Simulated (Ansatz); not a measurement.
**Response to strain in MgO**

Base system: MgO in the rock salt structure (space group Fm-3m, No. 225; a = 4.2141 Å). Axes: x, y, z lie along the cube axes.

Strains are applied to the cell and any free atomic positions relax; under biaxial strain the out-of-plane vector relaxes too.

The values are results of Kohn–Sham DFT with the PBEsol functional, run in Ansatz (a quantum-chemistry and plane-wave program) with PAW and 420 eV plane waves, spin-orbit coupling left out, not measurements.

| biaxial strain, plane normal [111], relaxed out of plane (%) | band gap (eV) |
|---|---|
| 0 | 4.62 |
| 0.42 | 4.53 |
| 0.83 | 4.43 |
| 1.25 | 4.34 |
| 1.67 | 4.25 |
| 2.08 | ? |
| 2.5 | 4.07 |

Q: Fit E_g = E₀ + Dε (ε in %) to the rows shown and predict the withheld row.

A: Least squares on the printed values gives E₀ = 4.62 eV, D = -220 meV per % of strain (largest residual 0.01 eV); this predicts 4.16 eV, and the run gives 4.16 eV, in agreement.

Stability against distortions was not tested.
